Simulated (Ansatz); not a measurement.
Base system: BeSe in the zinc blende structure (space group F-43m, No. 216; a = 5.082 Å).

Calculations: Ansatz (a program for electronic structure) LDA, scalar-relativistic without spin-orbit coupling.

Base values:

| Quantity | Value |
|---|---|
| Electron mass | 0.83 mₑ along k, 0.26 mₑ across (at X) |
| Band gap | 2.40 eV |

The change: every lattice vector is stretched by 2.50 %; the atoms relax in the strained cell.

Problem. Predict the new electron mass.

Solution. The electron mass changes from 0.83 mₑ along k, 0.26 mₑ across (at X) to 0.87 mₑ along k, 0.27 mₑ across (at X).

Problem. Predict the new band gap.

Solution. The band gap rises by 0.15 eV, from 2.40 eV to 2.55 eV.

Problem. Estimate the effect on the energy relative to the base.

Solution. The energy rises by 23 meV/atom.

Effective masses come from finite differences of ±0.01 Å⁻¹. Along k means along the line from Γ to the band edge. Gaps are Kohn–Sham eigenvalue differences; semilocal functionals usually give less than the measured gap. No phonon test of stability was made.
